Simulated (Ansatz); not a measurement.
Given:

Host crystal: wurtzite ZnO, with a band gap (PBE, scalar-relativistic without spin-orbit coupling).

End structure of CO on the 1x1 (10-10) surface of wurtzite ZnO (cut with top plane O + Zn), one in a 2x1 cell, started at the site 'top O':

```yaml
crystal:
  lattice:
    - [6.55898, 0.00000, 0.00000]
    - [0.00000, 5.29379, 0.00000]
    - [0.00000, 0.00000, 28.50000]
  atoms:
    - { symbol: O, position: [0.25000, 0.37743, 0.33452] }
    - { symbol: O, position: [0.75000, 0.37743, 0.33452] }
    - { symbol: Zn, position: [0.25000, 0.03125, 0.34633] }
    - { symbol: Zn, position: [0.75000, 0.03125, 0.34633] }
    - { symbol: O, position: [0.00000, 0.87215, 0.36753] }
    - { symbol: O, position: [0.50000, 0.87215, 0.36753] }
    - { symbol: Zn, position: [0.00000, 0.49479, 0.36289] }
    - { symbol: Zn, position: [0.50000, 0.49479, 0.36289] }
    - { symbol: O, position: [0.00000, 0.37176, 0.43285] }
    - { symbol: O, position: [0.50000, 0.37176, 0.43285] }
    - { symbol: Zn, position: [0.00000, 0.99599, 0.43628] }
    - { symbol: Zn, position: [0.50000, 0.99599, 0.43628] }
    - { symbol: O, position: [0.25000, 0.87015, 0.46746] }
    - { symbol: O, position: [0.75000, 0.87015, 0.46746] }
    - { symbol: Zn, position: [0.25000, 0.49048, 0.46515] }
    - { symbol: Zn, position: [0.75000, 0.49048, 0.46515] }
    - { symbol: O, position: [0.25000, 0.36975, 0.53222] }
    - { symbol: O, position: [0.75000, 0.37158, 0.53278] }
    - { symbol: Zn, position: [0.25000, 0.99080, 0.53457] }
    - { symbol: Zn, position: [0.75000, 0.99194, 0.53468] }
    - { symbol: O, position: [0.00023, 0.87180, 0.56706] }
    - { symbol: O, position: [0.49977, 0.87180, 0.56706] }
    - { symbol: Zn, position: [0.00236, 0.49494, 0.56424] }
    - { symbol: Zn, position: [0.49764, 0.49494, 0.56424] }
    - { symbol: O, position: [0.00282, 0.37198, 0.63229] }
    - { symbol: O, position: [0.49718, 0.37198, 0.63229] }
    - { symbol: Zn, position: [0.00107, 0.99149, 0.63604] }
    - { symbol: Zn, position: [0.49893, 0.99149, 0.63604] }
    - { symbol: O, position: [0.25000, 0.87383, 0.66672] }
    - { symbol: O, position: [0.75000, 0.87501, 0.66541] }
    - { symbol: Zn, position: [0.25000, 0.51399, 0.66295] }
    - { symbol: Zn, position: [0.75000, 0.52954, 0.65138] }
    - { symbol: C, position: [0.25000, 0.27796, 0.72611] }
    - { symbol: O, position: [0.25000, 0.18913, 0.76231] }
```

Model: 34-atom slab, 9.4 Å thick at the start under the adsorbate (thin: gaps and levels are the slab's own), 3x3x1 mesh, Fermi-Dirac 0.01 eV, dipole correction, single point; on the structure that PBE left under its start's symmetry; no spin, no spin-orbit, no U, no dispersion correction. At the end it is bonded to Zn. In PBE it is, or lies within 0.03 eV of, the lowest of the starts that converged; the order may differ at this level.

A negative adsorption energy means that the adsorbate is more stable on the surface than in its reference.

Problem. What is the computed change of the step from the bottom to the top vacuum level, against the clean slab (HSE06, at the PBE geometry (Ansatz, an electronic-structure program))?

Solution. -0.89 eV

Problem. Give the adsorption energy against CO(g) at the same level at the level HSE06, at the PBE geometry.

Solution. -0.28 eV
